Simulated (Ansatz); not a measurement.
# zinc-blende AlP: the defect Al on the P site (Al_P)

The numbers are results of PBE, PAW (plane waves to 420 eV; Ansatz, a quantum-chemistry and plane-wave program), not measurements. A 2×2×2 supercell of 64 sites was used; the energies come from a 2×2×2 shifted sampling of its zone. Site at the start: the P site. Charged cells carry a point-charge image correction with potential alignment at far atoms. Dielectric constants: PBE linear response of the host. Host gap at this level: 1.63 eV. These values are not converged in cell size to better than tenths of an eV. PBE underestimates the host's gap, which shifts levels and can delocalise carriers. Spin–orbit coupling is left out. Each state is the lowest found from its start.

Formation energies E_f are given with the Fermi level at the valence-band maximum. Chemical conditions: Al-rich (Δμ(Al) = 0.00 eV, Δμ(P) = -1.26 eV; only phases computed here count, gases as isolated molecules at 0 K); P-rich (Δμ(Al) = -1.26 eV, Δμ(P) = 0.00 eV; only phases computed here count, gases as isolated molecules at 0 K). Reference phases: Al: fcc Al, P: black phosphorus.

| charge | moment (μB) | largest move off a lattice site (Å) | image correction with alignment (eV) | E_f, Al-rich (eV) | E_f, P-rich (eV) | above the lowest spin state (eV) |
|---|---|---|---|---|---|---|
| +1 | 3.0 | 0.25 | 0.13 | 2.49 | 5.02 | 0.00 |
| 0† | 2.0 | 0.17 | 0.00 | 3.12 | 5.65 | 0.00 |
| 0 | not spin-polarised | 0.21 | 0.00 | 3.26 | 5.79 | 0.14 |
| −1 | 1.0 | 0.13 | 0.18 | 4.28 | 6.81 | 0.00 |
| −2† | not spin-polarised | 0.06 | 0.68 | – | – | 0.00 |

† Not settled in this cell, so no level is given: charge 0: a level filled in part; charge −2: level within 0.1 eV of a band edge or past it.

Starting moments that weren't kept: charge +1 began with 1 μB and ended with 3.0.
